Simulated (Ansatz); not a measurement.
Levels about the gap of amorphous IGZO (In₆Ga₆Zn₁₄O₃₂) (58 atoms in a cell of 753 Å³, 5.59 g/cm³; zone centre alone, so wide bands show as single levels with stretches between that a denser mesh fills), at the geometry that PBE relaxed, where it gives 0.1 GPa on a denser mesh. The participation number counts the atoms over which a state spreads; weights are charges in smoothed Voronoi cells. The levels come from a single point, so bond lengths are those of that geometry. Method of the levels: PBE, scalar-relativistic without spin-orbit coupling (Ansatz, an electronic-structure program). Sampling: the zone centre alone; Fermi-Dirac width 0.02 eV; no spin polarisation. At PBE the levels at the filled edge of the gap are localised (band-tail or defect states).

It comes from a melt-quench run on a machine-learned potential (CHGNet), relaxed afterwards by DFT. O atoms were pushed apart under 1.9 Å during the dynamics, to hinder bonds among them. The hot cell started wider than the set density and was brought back towards it in steps. It is the lowest in DFT energy of 2 quenches. It is a model cell: composition and starting density were chosen by hand, and all elements were melted together. No dispersion term was used. A short ab initio anneal came between quench and relaxation. Its density started from a set value of 5.80 and ended at 5.59 g/cm³. The simulated quench (nominally 170 K/ps over its main leg) is rapid and tends to freeze in more defects than a deposited or slowly cooled glass has. Values belong to this one cell and scatter from quench to quench. The volume was free in the relaxation, at fixed shape. Stress components on the final sampling reach 2.9 GPa.

| E - E(highest filled), eV | filling | participation number | largest on | weight O | weight Zn | weight In | weight Ga |
|---|---|---|---|---|---|---|---|
| -0.45 | filled | 20.5 | O, 3 neighbours | 0.80 | 0.17 | 0.02 | 0.01 |
| -0.42 | filled | 24.9 | O, 3 neighbours | 0.80 | 0.18 | 0.01 | 0.01 |
| -0.40 | filled | 16.9 | O, 3 neighbours | 0.84 | 0.14 | 0.01 | 0.01 |
| -0.34 | filled | 12.7 | O, 3 neighbours | 0.82 | 0.15 | 0.01 | 0.02 |
| -0.24 | filled | 14.8 | O, 3 neighbours | 0.80 | 0.17 | 0.01 | 0.01 |
| -0.13 | filled | 12.6 | O, 3 neighbours | 0.79 | 0.19 | 0.01 | 0.02 |
| 0.00 | filled | 6.8 | O, 3 neighbours | 0.84 | 0.14 | 0.01 | 0.01 |
| 0.63 | empty | 54.8 | In, 5 neighbours | 0.50 | 0.26 | 0.15 | 0.09 |
| 3.46 | empty | 28.4 | In, 5 neighbours | 0.58 | 0.13 | 0.23 | 0.05 |
| 3.52 | empty | 27.3 | In, 6 neighbours | 0.59 | 0.14 | 0.21 | 0.06 |
| 3.70 | empty | 33.3 | In, 6 neighbours | 0.56 | 0.21 | 0.16 | 0.06 |
| 3.82 | empty | 40.9 | In, 6 neighbours | 0.57 | 0.21 | 0.17 | 0.05 |
| 3.93 | empty | 26.7 | In, 5 neighbours | 0.58 | 0.14 | 0.22 | 0.07 |
| 4.20 | empty | 43.3 | Zn, 4 neighbours | 0.57 | 0.27 | 0.07 | 0.09 |

Most localised among these is the filled level at +0.00 eV, on a O atom, which has 3 neighbours (Ga 1.83 Å, Zn 1.94 Å, Zn 1.96 Å).
